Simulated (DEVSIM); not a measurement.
Device: Schottky contact on n-type β-Ga2O3, at 300 K.

```tsv
layer (left to right)	material	thickness (μm)	Nd (cm⁻³)	τn (s)	τp (s)
1	β-Ga2O3	0.450	3.6e16	1.9e-9	1.9e-9
2	β-Ga2O3	11.0	1.3e18	1.9e-9	1.9e-9
```

Left contact: Schottky, work function 5.12 eV, emission velocity 2.7e6 cm/s. Right contact: ohmic. Voltage is applied to the left contact. Recombination: SRH at mid-gap. Mobility is μmin + (μ − μmin)/(1 + (N/Nref)^α).

The device is made up for the run: typed textbook-type constants, with dimensions and the other settings drawn at random. Values at 300 K. The table also holds parameters that only a changed run uses.

```csv
parameter,β-Ga2O3
gap (eV),4.8
affinity (eV),4
permittivity,10
Nc (cm⁻³),3.7e18
Nv (cm⁻³),5e20
μn (cm²/Vs),160
μp (cm²/Vs),1
"μn,min",20
"μp,min",0.1
"Nref,n",1e18
"Nref,p",1e18
αn,0.8
αp,0.8
Cn (cm⁶/s),1e-31
Cp (cm⁶/s),1e-31
```

Model (solved in DEVSIM): 1D drift-diffusion, Boltzmann statistics, complete ionisation; no tunnelling, impact ionisation, image-force lowering or self-heating. Metal contacts follow the ideal Schottky-Mott rule: no Fermi-level pinning, no interface dipoles.

Base results: dark forward voltage at 1 A/cm² (V) 0.759; potential step across the device at zero bias (V) 1.093; dark forward voltage at 100 A/cm² (V) 0.894.

What follows from this one change: doping Nd of layer 1 3.6e+16 → 3.6e+15 cm^-3?

dark forward voltage at 1 A/cm² 0.759 → 0.774 V; potential step across the device at zero bias little changed (1.093 V); dark forward voltage at 100 A/cm² 0.894 → 0.948 V.

What follows from this one change: thickness of layer 1 0.45 → 2.2 μm?

dark forward voltage at 1 A/cm² little changed (0.759 V); potential step across the device at zero bias little changed (1.093 V); dark forward voltage at 100 A/cm² 0.894 → 0.915 V.

What follows from this one change: metal work function 5.12 → 5.17 eV?

dark forward voltage at 1 A/cm² 0.759 → 0.809 V; potential step across the device at zero bias 1.093 → 1.143 V; dark forward voltage at 100 A/cm² 0.894 → 0.944 V.

What follows from this one change: metal work function 5.12 → 5.07 eV?

dark forward voltage at 1 A/cm² 0.759 → 0.709 V; potential step across the device at zero bias 1.093 → 1.043 V; dark forward voltage at 100 A/cm² 0.894 → 0.844 V.
